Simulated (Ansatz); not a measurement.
**AlAs: Al → Ga**

The reference is AlAs in the zinc blende structure (space group F-43m, No. 216; a = 5.7284 Å).

Modification: full substitution Al → Ga; the structure is relaxed again.

Calculations: PBE in Ansatz (plane waves to 420 eV, PAW, spin-orbit coupling left out). Settings: 10×10×10 k-points, 0.05 eV Fermi–Dirac smearing.

| quantity | base | changed | shift |
|---|---|---|---|
| volume per atom | 23.50 Å³ | 23.71 Å³ | +0.21 Å³ |
| lattice parameter a | 5.728 Å | 5.746 Å | +0.0172 Å |
| space group | F-43m (No. 216) | F-43m (No. 216) | – |
| shortest interatomic distance | 2.480 Å | 2.488 Å | +0.0074 Å |
| band gap | 1.50 eV | 0.16 eV | -1.34 eV |
| gap character | indirect, Γ → X | direct at Γ | – |

Final structure:

```yaml
crystal:
  lattice:
    - [0.00000, 2.87280, 2.87280]
    - [2.87280, 0.00000, 2.87280]
    - [2.87280, 2.87280, 0.00000]
  atoms:
    - { symbol: As, position: [0.75000, 0.75000, 0.75000] }
    - { symbol: Ga, position: [0.00000, 0.00000, 0.00000] }
```

Whether these cells are dynamically stable was not tested. The zero or small gap of GaAs can change with the level of theory.

Ansatz is a quantum-chemistry and plane-wave program.
